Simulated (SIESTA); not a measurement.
Worked example: self-consistent single point of InSb (F-43m, 2 atoms in the cell) in SIESTA.

Level of theory: GGA PBEsol, numerical atomic orbitals DZP, PseudoDojo PBEsol standard norm-conserving potentials (rewritten from UPF to PSML) in SIESTA.

The change in words: lattice scaled by 0.98. Reference geometry:
```xyz
2
Lattice="0.0000 3.3166 3.3166 3.3166 0.0000 3.3166 3.3166 3.3166 0.0000" Properties=species:S:1:pos:R:3 pbc="T T T"
In     0.0000     0.0000     0.0000
Sb     1.6583     1.6583     1.6583
```

Reference input (self-consistent single point, DFT, GGA PBEsol, numerical atomic orbitals DZP, PseudoDojo PBEsol standard norm-conserving potentials (rewritten from UPF to PSML)): XC.functional = GGA; XC.authors = PBEsol; potentials = PseudoDojo PBEsol standard; PAO.BasisSize = DZP; PAO.EnergyShift = 0.01 Ry; MeshCutoff = 300 Ry; kgrid.MonkhorstPack = 6 6 6; OccupationFunction = FD; ElectronicTemperature = 0.1 eV; MaxSCFIterations = 150; SCF.Mixer.Method = Broyden; SCF.Mixer.Weight = 0.25. This run's input differs from it in these lines:

```diff
@@ -12,5 +12,5 @@
 %block LatticeVectors
-     0.000000000    6.267484562    6.267484562
-     6.267484562    0.000000000    6.267484562
-     6.267484562    6.267484562    0.000000000
+     0.000000000    6.142135249    6.142135249
+     6.142135249    0.000000000    6.142135249
+     6.142135249    6.142135249    0.000000000
 %endblock LatticeVectors
@@ -19,3 +19,3 @@
      0.000000000    0.000000000    0.000000000  1
-     1.658305000    1.658305000    1.658305000  2
+     1.625139000    1.625139000    1.625139000  2
 %endblock AtomicCoordinatesAndAtomicSpecies
```

Log, with long lists cut:

```
        iscf     Eharris(eV)        E_KS(eV)     FreeEng(eV)     dDmax    Ef(eV) dHmax(eV)
   scf:    1    -4272.655847    -4271.778809    -4271.781611  1.336731 -3.416673  3.951360
   scf:    2    -4272.152027    -4271.975193    -4271.978469  0.054529 -3.536567  2.327126
   scf:    3    -4272.157731    -4272.082719    -4272.086273  0.071814 -3.698560  0.460099
   scf:    4    -4272.087709    -4272.085684    -4272.089177  0.011234 -3.729301  0.063335
   scf:    5    -4272.085753    -4272.085748    -4272.089227  0.002069 -3.719805  0.028436
   scf:    6    -4272.085795    -4272.085775    -4272.089268  0.000974 -3.713252  0.008012
   scf:    7    -4272.085773    -4272.085774    -4272.089270  0.000236 -3.712902  0.001384
   scf:    8    -4272.085774    -4272.085774    -4272.089270  0.000027 -3.712918  0.000652
   scf:    9    -4272.085774    -4272.085774    -4272.089270  0.000008 -3.712924  0.000481
SCF Convergence by DM+H criterion
max |DM_out - DM_in|         :     0.0000083228
max |H_out - H_in|      (eV) :     0.0004811195
SCF cycle converged after 9 iterations

Using DM_out to compute the final energy and forces

siesta: E_KS(eV) =            -4272.0858

siesta: E_KS - E_eggbox =     -4272.0858

siesta: Atomic forces (eV/Ang):
     1    0.000315    0.000315    0.000315
     2   -0.000315   -0.000315   -0.000315
   Tot    0.000001    0.000001    0.000001
   Max    0.000315
   Res    0.000315    sqrt( Sum f_i^2 / 3N )
   Max    0.000315    constrained

Stress tensor Voigt[x,y,z,yz,xz,xy] (kbar):       -6.35       -6.35       -6.35       -0.44       -0.44       -0.44
(Free)E + p*V (eV/cell)    -4271.8172
Target enthalpy (eV/cell)    -4272.0893

siesta: Program's energy decomposition (eV):
siesta: FreeEng =     -4272.089270

   [... lines left out ...]
siesta: Cell volume =         68.673870 Ang**3
siesta:           6.34739839          6.35934422  kBar
   [... lines left out ...]
               5dxz    5dx2-y2
   2 14.510   1.298   0.206   0.531   0.531   0.531   0.376   0.376   0.376
              2.006   2.006   2.007   2.006   2.007   0.061   0.061   0.035

              0.061   0.035

mulliken: Qtot =       28.000

Mulliken Atomic Populations:
Atom #   charge [q] valence [e]  Species
     1    -0.489826   13.489826  In
     2     0.489826   14.510174  Sb
 Total    -0.000000
```

The run converged in 9 iterations. Against the reference run the free energy drops by 6.9 meV/atom and the pressure goes from -1.54 to 0.63 GPa.

The starting cell comes from a database of computed structures (which also holds hypothetical and non-ambient phases and stackings), without a prior relaxation at this level. For this run, on top of that: lattice scaled by 0.98. Values carry the incompleteness of an atom-centred basis. The run gives no clean gap (levels at the Fermi energy touch, overlap or are partly filled at this smearing), which alone does not show that the compound is a metal.
